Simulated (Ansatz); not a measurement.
An Ansatz (a program for electronic structure) input (PBEsol in Ansatz (plane waves to 420 eV, PAW, spin-orbit coupling left out)):

Ansatz 0.2 input:
```yaml
crystal:
  lattice:
    - [2.751890109, 0, 0.0236662549]
    - [-1.3759450545, 2.3832067428, -0.0118331275]
    - [0.0381845634, 0, 4.4400655075]
  atoms:
    - { symbol: Re, position: [0.6666666667, 0.3333333333, 0.75] }
    - { symbol: Re, position: [0.3333333333, 0.6666666667, 0.25] }
basis: { ecutwfc: 420, ecutrho_ratio: 4, xc_grid: 2, fft_grid_basis: typed }
kpoints: { mp_grid: { grid: [24, 24, 13] } }
hamiltonian:
  xc: pbesol
  dispersion: none
  pseudopotentials: { kind: paw }
scf: { occupations: { method: fermi_dirac, width: 0.1 }, convergence: { dr2_threshold: 0.0000000002 } }
relax: { f_tol: 0.005, max_steps: 50 }
output: { forces: true, stress: true }
checkpoint: { write: state.ck, write_every: 1000 }
```

Which symmetry and how many k-points will the program report, and about how many plane waves at Γ?

Space group C2/c (ITA 15) with 4 operations, k-points 1957 of 7488, and 573 plane waves at Γ.

The cells carry an imposed strain or load. Whether these cells are dynamically stable was not tested. All final runs are without spin polarisation. The cell was made from Re in the hcp (Mg type) structure (space group P6_3/mmc, No. 194) by this change: tensor shear ε_xz = +0.86 %.
